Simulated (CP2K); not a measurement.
A self-consistent single point of ZnCu (Pm-3m, 2 atoms in the cell) with CP2K.

Computed with CP2K 2026.2 with PBE, GPW, DZVP-MOLOPT-SR-GTH basis, GTH-PBE potentials (GTH_POTENTIALS).

```
ZnCu
1.0
    2.97400     0.00000     0.00000
    0.00000     2.97400     0.00000
    0.00000     0.00000     2.97400
Zn Cu
1 1
Cartesian
  1.48700   1.48700   1.48700
  0.00000   0.00000   0.00000
```

Reference input (self-consistent single point, DFT PBE, GPW, DZVP-MOLOPT-SR-GTH basis, GTH-PBE potentials (GTH_POTENTIALS)): CUTOFF = 600 Ry; REL_CUTOFF = 50 Ry; SMEAR/METHOD = GAUSSIAN; SIGMA = 0.1 eV; KPOINTS/SCHEME = MONKHORST-PACK 7 7 7; XC_FUNCTIONAL = PBE; Zn/BASIS_SET = DZVP-MOLOPT-SR-GTH-q12; Zn/POTENTIAL = GTH-PBE-q12; Cu/BASIS_SET = DZVP-MOLOPT-SR-GTH-q11; Cu/POTENTIAL = GTH-PBE-q11; METHOD = GPW; EPS_DEFAULT = 1e-11. This run's input differs from it in these lines:

```diff
@@ -36,3 +36,3 @@
         METHOD GAUSSIAN
-        SIGMA [eV] 0.1
+        SIGMA [eV] 0.03
       &END SMEAR
@@ -40,3 +40,3 @@
     &KPOINTS
-      SCHEME MONKHORST-PACK 7 7 7
+      SCHEME MONKHORST-PACK 9 9 9
     &END KPOINTS
```

Output, abridged:

```
 SCF WAVEFUNCTION OPTIMIZATION

  Step     Update method      Time    Convergence         Total energy    Change
     1 NoMix/Diag. 0.20E+00      -     1.55093423      -108.8020405915 -1.09E+02
     2 Broy./Diag. 0.20E+00      -     0.10148688      -110.3556766077 -1.55E+00
     3 Broy./Diag. 0.20E+00      -     0.03786350      -109.2732882542  1.08E+00
     4 Broy./Diag. 0.20E+00      -     0.01793132      -108.8028925030  4.70E-01
     5 Broy./Diag. 0.20E+00      -     0.00952978      -108.6278842630  1.75E-01
     6 Broy./Diag. 0.20E+00      -     0.00448445      -108.6967107741 -6.88E-02
   [... 3 lines left out ...]
    10 Broy./Diag. 0.20E+00      -     0.00001586      -108.6602466841 -1.03E-03
    11 Broy./Diag. 0.20E+00      -     0.00000685      -108.6603446136 -9.79E-05
    12 Broy./Diag. 0.20E+00      -     0.00000174      -108.6602979752  4.66E-05
    13 Broy./Diag. 0.20E+00      -     0.00000026      -108.6602841978  1.38E-05
  *** SCF run converged in    13 steps ***

  Overlap energy of the core charge distribution:               0.00000000794959
  Self energy of the core charge distribution:               -144.05306736421903
  Core Hamiltonian energy:                                     47.19629887908683
  Hartree energy:                                               4.97416256462763
  Exchange-correlation energy:                                -16.77767539090555
  Smearing free energy correction:                             -0.00000289436529
  Fermi energy:                                                 0.24153305400977

  Total energy:                                              -108.66028419782560
  Total energy (extrapolated to sigma->0):                   -108.66028275064296

                     Mulliken Population Analysis

   [... lines left out ...]

 STRESS| Analytical stress tensor [bar]
 STRESS|                        x                   y                   z
 STRESS|      x        6.22960600883E+03   1.95970570672E-04   1.95966682050E-04
 STRESS|      y        1.95970570672E-04   6.22960355541E+03   1.95975081991E-04
 STRESS|      z        1.95966682050E-04   1.95975081991E-04   6.22957198500E+03
 STRESS| 1/3 Trace                                             6.22959384975E+03
```

The run converged in 13 iterations. Against the reference run the free energy rises by 15.2 meV/atom and the pressure goes from 0.29 to 0.62 GPa.

The starting cell comes from a database of computed structures (which also holds hypothetical and non-ambient phases and stackings), without a prior relaxation at this level. Its lattice was rescaled by a random factor within 2.5 % of one. Spin polarisation is off. Values carry the incompleteness of an atom-centred basis.

Cost on one core of a shared machine: roughly 2 min.
